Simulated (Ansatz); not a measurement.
The parent structure is W3N4 (space group Pm-3m, No. 221; a = 4.215 Å). Axes: x, y, z lie along the cube axes.

Level of theory: PBE (Ansatz, an electronic-structure program, PAW, without spin-orbit coupling).

Base values:

```
Property                        Result
-----------------------------  -------
Pressure                       0.0 GPa
Shortest interatomic distance  2.108 Å
Band gap                          zero
```

One thing is altered: the cell is stretched by 3.17 % along x with no lateral relaxation, atoms relaxed at fixed cell.

Task: How does this affect the pressure, energy relative to the base, shortest interatomic distance and band gap?

Result: The pressure (mean of the normal stresses, compression positive) goes from zero to -9.3 GPa; the energy increases by 22 meV/atom; the shortest interatomic distance stays 2.108 Å; the band gap stays zero.

Without a gap, meshes like the base's 11×11×11 leave anisotropic stresses uncertain by several tenths of a GPa, and small strain energies with them. The cells carry an imposed strain or load. No phonon test of stability was made. All final runs are without spin polarisation.
